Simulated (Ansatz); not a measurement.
Base system: MoSi₂ (space group I4/mmm, No. 139; relaxed with 0.1 eV smearing).

```xyz
3
Lattice="-1.5950 1.5950 3.9110 1.5950 -1.5950 3.9110 1.5950 1.5950 -3.9110" Properties=species:S:1:pos:R:3 pbc="T T T"
Si     0.0000     0.0000     5.2012
Si     0.0000     0.0000     2.6208
Mo     0.0000     0.0000     0.0000
```

Cartesian axes are those of the cell as printed.

The values are results of PBEsol, PAW, 420 eV (Ansatz, a first-principles code; without spin-orbit coupling), not measurements.

Now apply this change: the cell is stretched by 2.00 % along z with no lateral relaxation, atoms relaxed at fixed cell.

Question: Predict the stress tensor and what it implies for the stiffness.

Answer: Stress of the strained cell less that of the base (GPa, compression positive):
```
   -1.8     0.0     0.0
    0.0    -1.8     0.0
    0.0     0.0    -9.4
```

Then −Δσ_ii/ε with ε = 0.0200 gives secant stiffness values (nonlinear terms included at this strain): C33 ≈ 472 GPa, C13 ≈ 91 GPa and C23 ≈ 91 GPa.

As a check, the harmonic strain energy −½ V₀ Δσ:ε is 7.8 meV/atom; the computed energy rise is 8.1 meV/atom.

No phonon test of stability was made. All final runs are without spin polarisation.
